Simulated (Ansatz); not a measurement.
Data:

```xyz
6
Lattice="2.6823 0.0000 0.0000 0.0000 4.2043 0.0000 0.0000 0.0000 4.2043" Properties=species:S:1:pos:R:3 pbc="T T T"
Si     0.0000     0.0000     0.0000
Si     1.3412     2.1022     2.1022
O      0.0000     1.2871     1.2871
O      1.3412     3.3893     0.8150
O      0.0000     2.9172     2.9172
O      1.3412     0.8150     3.3893
```

The cell was relaxed by PBE-D3(BJ); by r2SCAN it stands under a pressure of -4.6 GPa.

Transport runs along the normal of the first two printed cell vectors, the (100) plane of the conventional cell.

No gap correction and no spin-orbit coupling; mid-gap is the computed energy nearest the middle.

Problem. Predict the band gap and the smallest decay constant κ at mid-gap from r2SCAN in Ansatz (a program for electronic structure).

Solution. Gap 6.25 eV on a 12×8×8 mesh; κ = 0.425 1/Å, at the zone centre.
